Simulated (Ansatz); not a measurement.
Functionals compared on the (20-21) surface of hcp Be in its 1x1 cell, outermost plane spacing 0.16 Å in the ideal cut, in Ansatz (plane waves, PAW). The structure was relaxed with PBE; the other rows are single points on it, each with its references at the same level. Cutoff 420 eV (500 eV for r2SCAN).

Slab: 24 atoms, 10.5 Å thick at the start; k 17x5x1, smearing 0.1 eV, dipole-corrected; all atoms relaxed; held to the part of the start's symmetry that mesh and held atoms allow; no spin, no spin-orbit, no U. These notes are the PBE run's.

```csv
functional,surface energy (J/m²),work function of the top face (eV),rough cost of the single point
PBE,1.89,4.76,–
LDA,2.15,4.94,about 40 core-seconds (a rough figure)
PBEsol,?,?,roughly 40 core-seconds
RPBE,1.74,4.67,about 40 core-seconds (a rough figure)
r2SCAN,1.94,4.77,around 80 core-seconds (rough)
```

Problem. Complete the blanks.

Solution. 
- PBEsol, surface energy (J/m²): 2.06
- PBEsol, work function of the top face (eV): 4.81

Ansatz is a first-principles code.
